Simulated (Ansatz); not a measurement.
Band structure of LiTaF6 (R-3, 8 atoms in the cell).

```
CELL_PARAMETERS angstrom
      2.58467     1.49226     4.52600
     -2.58467     1.49226     4.52600
      0.00000    -2.98452     4.52600
ATOMIC_POSITIONS crystal
  Li 0.50000 0.50000 0.50000
  Ta 0.00000 0.00000 0.00000
  F  0.64967 0.24539 0.86097
  F  0.35033 0.75461 0.13903
  F  0.86097 0.64967 0.24539
  F  0.13903 0.35033 0.75461
  F  0.24539 0.86097 0.64967
  F  0.75461 0.13903 0.35033
```

Method: PBEsol, PAW files made with PBE (plane waves; Ansatz, a program for electronic structure).

Settings: kpoints.mp_grid.grid = 6 6 6; hamiltonian.xc = pbesol; hamiltonian.pseudopotentials = {kind: paw} (the program's default PAW files); scf.occupations.method = fixed; kpoints.band_path.path = [[0.0, 0.0, 0.0], [0.5, 0.0, 0.0], [0.5, 0.2391384, -0.2391384]]; kpoints.band_path.npoints = 8.

The starting cell comes from a database of computed structures (which also holds hypothetical and non-ambient phases and stackings), without a prior relaxation at this level. Spin-orbit coupling is off.

Q: Predict the gap along the standard path and the places of the band edges.

A: The gap along the path is 6.45 eV, from a point between Γ and L to L; the smallest direct gap on it is 6.52 eV. Another conduction valley lies within 0.1 eV, so the order of the valleys is not sure.

Levels in eV from the top of the valence band on the path, bands 26 to 33:
```
point     26     27     28     29    30    31    32     33
-----  -----  -----  -----  -----  ----  ----  ----  -----
Γ      -0.27  -0.26   0.00   0.00  6.53  6.54  6.54   8.69
L      -0.28  -0.27  -0.18  -0.07  6.45  6.50  6.58  10.41
B1     -0.56  -0.26  -0.13  -0.11  6.52  6.55  6.59  10.94
```

Keys are those of Ansatz 0.2.
